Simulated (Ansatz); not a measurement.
The starting structures come from a database of crystals and need not be the phases stable at ambient conditions.

The decay constant κ of evanescent states in the gap governs leakage through a thin film.

Data:

```
CELL_PARAMETERS angstrom
      4.88629     0.00000     0.00000
     -2.44315     4.23165     0.00000
      2.44315     1.41055     4.32403
ATOMIC_POSITIONS crystal
  Li 0.00000 0.50000 0.50000
  As 0.00000 0.00000 0.00000
  F  0.46192 0.35002 0.76731
  F  0.53808 0.64998 0.23269
  F  0.88267 0.11190 0.76731
  F  0.11733 0.88810 0.23269
  F  0.12079 0.77077 0.76731
  F  0.87921 0.22923 0.23269
```

The cell is taken as given.

Transport runs along the normal of the first two printed cell vectors, the (001) plane of the conventional cell.

The gap is the functional's own, uncorrected, and κ follows it; spin-orbit coupling is left out. Mid-gap means the computed energy nearest the middle.

Estimate the band gap and the smallest decay constant κ at mid-gap that r2SCAN run with Ansatz (a program for electronic structure) returns for this system.

Gap 6.65 eV on a 8×8×8 mesh; κ = 0.569 1/Å, at the zone centre.
